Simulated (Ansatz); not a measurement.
System: MgGaNO (model structure, started from the AlSiCN type, P3m1, No. 156, 4 atoms in the cell). Method: PBE+SOC (Ansatz, a first-principles code, PAW).

Numerical settings: plane-wave cutoff 520 eV, 12×12×8 k mesh (along the axes of the cell as run), Fermi–Dirac smearing 0.01 eV, PAW data made under PBE.

Cell (relaxed with PBEsol):

```cif
data_GaMgNO
_chemical_formula_sum 'Ga1 Mg1 O1 N1'
_space_group_name_H-M_alt 'P3m1'
_space_group_IT_number 156
_space_group_name_Hall 'P 3 -2"'
_cell_length_a 3.23521
_cell_length_b 3.23521
_cell_length_c 5.16346
_cell_angle_alpha 90.000
_cell_angle_beta 90.000
_cell_angle_gamma 120.000
loop_
_atom_site_label
_atom_site_type_symbol
_atom_site_symmetry_multiplicity
_atom_site_Wyckoff_symbol
_atom_site_fract_x
_atom_site_fract_y
_atom_site_fract_z
_atom_site_occupancy
Ga1 Ga 1 b 0.33333 0.66667 0.50680 1
Mg1 Mg 1 c 0.66667 0.33333 0.00930 1
O1 O 1 b 0.33333 0.66667 0.12874 1
N1 N 1 c 0.66667 0.33333 0.60516 1
```

**Question.** Estimate the band gap that the calculation returns.

**Answer.** 
band gap: 2.13 eV (direct)

Note: the relaxation could raise the start's symmetry but not lower it, so the cell can be a saddle point; cell and atoms aren't relaxed at this level (largest force component 0.15 eV/Å, pressure 4.5 GPa).

Computed values are for the static lattice.

Computing time: roughly 40 core-seconds.

A model structure was made by putting elements into a prototype or built by hand; it is no filed structure, need not be a known phase, and can be a saddle point held by its symmetry.
